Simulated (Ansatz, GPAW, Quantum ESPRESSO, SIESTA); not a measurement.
# Code comparison for NaMgF3 (P1, 5 atoms in the cell)

Self-consistent single point, at a second geometry (atoms moved at random). First geometry:

```xyz
5
Lattice="4.0200 0.0000 0.0000 0.0000 4.0200 0.0000 0.0000 0.0000 4.0200" Properties=species:S:1:pos:R:3 pbc="T T T"
Na     0.0000     0.0000     0.0000
Mg     2.0100     2.0100     2.0100
F      2.0100     2.0100     0.0000
F      0.0000     2.0100     2.0100
F      2.0100     0.0000     2.0100
```

Second geometry:
```
NaMgF3
1.0
    4.01998     0.00000     0.00000
    0.00000     4.01998     0.00000
    0.00000     0.00000     4.01998
Na Mg F
1 1 3
Direct
  0.00018   0.00550   0.00752
  0.49269   0.49364   0.51647
  0.50914   0.49228   0.98387
  0.01437   0.51615   0.49684
  0.48361   0.99243   0.49529
```

Shared settings, as Ansatz (a program for electronic structure) writes them: kpoints.mp_grid.grid = 8 8 8; scf.occupations.method = fixed. Potentials and cutoffs stand in the table.

| code | model | ΔF from the first geometry (meV/atom) | pressure (GPa) | largest force (eV/Å) | gap on the mesh (eV) | cutoff |
|---|---|---|---|---|---|---|
| SIESTA | GGA PBEsol, numerical atomic orbitals DZP, PseudoDojo PBEsol standard norm-conserving potentials (rewritten from UPF to PSML) | 24.9 | -4.31 | 1.316 | 5.474 | grid 400 Ry |
| Ansatz | PBEsol, default PAW files made with PBE | 21.8 | -4.78 | 1.137 | 5.582 | 30.9 Ry |
| GPAW | PBEsol, GPAW PAW datasets PBEsol (made by gpaw-setup) | 22.5 | – | 1.191 | 5.574 | 900 eV |
| Quantum ESPRESSO | PBEsol, GBRV 1.5 ultrasoft (PBESOL) pseudopotentials | 21.8 | -4.52 | 1.139 | 5.572 | 40 Ry |

Size of the force on each atom (eV/Å): Sizes of forces hide their directions.

```json
[
 {"code": "SIESTA", "Na1": "0.096", "Mg2": "1.316", "F3": "1.239", "F4": "0.940", "F5": "0.317"},
 {"code": "Ansatz", "Na1": "0.083", "Mg2": "1.137", "F3": "1.063", "F4": "0.837", "F5": "0.315"},
 {"code": "GPAW", "Na1": "0.083", "Mg2": "1.191", "F3": "1.110", "F4": "0.865", "F5": "0.314"},
 {"code": "Quantum ESPRESSO", "Na1": "0.082", "Mg2": "1.139", "F3": "1.065", "F4": "0.838", "F5": "0.315"}
]
```

A dash marks a value that a program does not give, or that is left out as unsure.

Gaps are read on the mesh.

The spread over the programs that give each value: ΔF from the first geometry within 3.1 meV/atom; pressure within 0.47 GPa; largest force within 0.179 eV/Å; gap on the mesh within 0.108 eV.

SIESTA uses small atom-centred bases, whose incompleteness enters pressures, forces and empty levels differently from a plane-wave cutoff. Ansatz's pressure is given at a fixed set of plane waves, as the other plane-wave codes print theirs; with its correction for the finite basis it is -4.22 GPa (the shift of 0.56 GPa shows how far the cutoff is from converged). The pressure of GPAW is left out: its cutoff lies under the one at which its stress was checked. In the force vectors, SIESTA (by 0.178) lies more than 0.08 eV/Å from the median of the plane-wave programs.

The starting cell comes from a database of computed structures (which also holds hypothetical and non-ambient phases and stackings), without a prior relaxation at this level. Its lattice was rescaled by a random factor within 2.5 % of one. For this run, on top of that: atoms moved at random.

Left out of this page: CP2K (unsound by tests on forces, stress, charge or solver warnings).

Keys are those of Ansatz 0.2.
